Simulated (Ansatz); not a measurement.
Data:

```xyz
5
Lattice="4.4354 0.0000 0.0000 0.0000 4.4354 0.0000 0.0000 0.0000 4.4354" Properties=species:S:1:pos:R:3 pbc="T T T"
Rb     0.0000     0.0000     0.0000
Ca     2.2177     2.2177     2.2177
H      2.2177     0.0000     2.2177
H      0.0000     2.2177     2.2177
H      2.2177     2.2177     0.0000
```

No spin polarisation.

A single point on RbCaH3 with a change (isotropic strain −0.81 %), its geometry relaxed with PBEsol.

Level of theory: r2SCAN in Ansatz (plane waves to 500 eV, PAW, scalar-relativistic without spin-orbit coupling). Settings: 8×8×8 k-points, 0.05 eV Fermi–Dirac smearing.

Predict the gap character, band gap and pressure.

The gap character is direct at M and the band gap is 3.73 eV. The pressure is 1.52 GPa.

Single points use the geometry relaxed with PBEsol. Stability against distortions was not tested. The cell was made from RbCaH$_{3}$ in the cubic perovskite structure (space group Pm-3m, No. 221) by this change: isotropic strain −0.81 %. Many cubic perovskites are stable only at high temperature; tilts and polar distortions were not tested.

Ansatz is a first-principles code.
